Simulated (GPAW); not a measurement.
Input and output of a self-consistent single point for AgCl (Fm-3m, 2 atoms in the cell) (GPAW).

Method of the run: LDA (Perdew-Wang 92), GPAW PAW datasets LDA (gpaw-data 1.0.1) (plane waves; GPAW).

```yaml
crystal:
  lattice:
    - [0.00000, 2.75631, 2.75631]
    - [2.75631, 0.00000, 2.75631]
    - [2.75631, 2.75631, 0.00000]
  atoms:
    - { symbol: Ag, position: [0.00000, 0.00000, 0.00000] }
    - { symbol: Cl, position: [0.50000, 0.50000, 0.50000] }
```

Reference input (self-consistent single point, DFT LDA (Perdew-Wang 92), plane waves, GPAW PAW datasets LDA (gpaw-data 1.0.1)): mode = pw; ecut = 550 eV; xc = LDA; kpts = 7 7 7; mesh shift (steps) = 0.5 0.5 0.5; occupations.name = fermi-dirac; occupations.width = 0.02 eV; nbands = -4; convergence.forces = 0.001 eV/Å; convergence.bands = -2; symmetry.symmorphic = false; symmetry.tolerance = 0.0005. This run's input differs from it in these lines:

```diff
@@ -1,3 +1,2 @@
 from ase import Atoms
-from ase.dft.kpoints import monkhorst_pack
 from ase.units import GPa
@@ -15,3 +14,3 @@
             xc='LDA',
-            kpts=monkhorst_pack((7, 7, 7)) + [0.5 / 7, 0.5 / 7, 0.5 / 7],
+            kpts=(20, 20, 20),
             occupations={'name': 'fermi-dirac', 'width': 0.02},
```

The program printed (abridged):

```
     iter     time        total  log10-change:
                         energy   eigst   dens  force
iter:   1 --:--:--    -6.973457   +0.42
iter:   2 --:--:--    -6.960739   -0.68  -1.61
iter:   3 --:--:--    -6.858013   -1.63  -1.64
iter:   4 --:--:--    -6.857229   -2.72  -1.91
iter:   5 --:--:--    -6.860401c  -2.81  -1.92
iter:   6 --:--:--    -6.852255c  -3.41  -2.53
iter:   7 --:--:--    -6.849972c  -3.49  -2.81
iter:   8 --:--:--    -6.849612c  -3.61  -3.15
iter:   9 --:--:--    -6.849628c  -3.94  -3.36
iter:  10 --:--:--    -6.849518c  -4.20  -3.49
iter:  11 --:--:--    -6.849519c  -4.51  -4.70c
iter:  12 --:--:--    -6.849519c  -4.36  -4.82c
iter:  13 --:--:--    -6.849519c  -4.56  -4.82c
iter:  14 --:--:--    -6.849519c  -4.72  -4.61c
iter:  15 --:--:--    -6.849519c  -5.04  -4.95c
   [... 7 lines left out ...]
iter:  23 --:--:--    -6.849519c  -6.72  -5.46c
iter:  24 --:--:--    -6.849519c  -6.91  -5.51c
iter:  25 --:--:--    -6.849519c  -6.95  -5.71c
iter:  26 --:--:--    -6.849519c  -7.19  -5.74c
iter:  27 --:--:--    -6.849519c  -7.53c -5.85c
iter:  28 --:--:--    -6.849519c  -7.63c -5.91c -29.49c
Converged after 28 iterations.

Dipole moment: (-0.000000, -0.000000, -0.000000) |e|*Ang

Energy contributions relative to reference atoms: (reference = -156983.661887)

Kinetic:         +5.786937
Potential:       -5.884326
External:        +0.000000
XC:              -6.771728
Entropy (-ST):   -0.000000
Local:           +0.019599
SIC:             +0.000000
--------------------------
Free energy:     -6.849519
Extrapolated:    -6.849519

Showing only first 2 kpts
 Kpt  Band  Eigenvalues  Occupancy
  0    10      1.70847    2.00000
  0    11      1.86166    2.00000
  0    12      4.70105    0.00000
  0    13     14.25786    0.00000

  1    10      1.66955    2.00000
  1    11      1.66955    2.00000
  1    12      4.60410    0.00000
  1    13     14.43024    0.00000

Fermi level: 4.32128

Gap: 0.645 eV
Transition (v -> c):
   [... lines left out ...]
Direct/indirect transitions are different
Direct gap: 2.815 eV
Transition at: (s=0, k=5, n=11, [0.07, 0.03, 0.03])
Energy (eV): -6.849519

Forces in eV/Ang:
  0 Ag   -0.00000    0.00000    0.00000
  1 Cl   -0.00000    0.00000    0.00000

Stress tensor:
     0.030011     0.000000     0.000000
     0.000000     0.030011     0.000000
     0.000000     0.000000     0.030011
Stress (GPa, Voigt): [4.8083 4.8083 4.8083 0.     0.     0.    ]
```

The run converged in 28 iterations. GPAW prints stress with tension positive. Against the reference run the free energy is nearly the same (within 1 meV/atom), the pressure hardly changes (-4.80 to -4.81 GPa) and the gap on the mesh goes from 0.880 to 0.645 eV.

The starting cell comes from a database of computed structures (which also holds hypothetical and non-ambient phases and stackings), without a prior relaxation at this level. Its lattice was rescaled by a random factor within 2.5 % of one. With a pressure of about -5 GPa the cell is away from its equilibrium volume at this level.

Cost on one core of a shared machine: roughly 6 min.
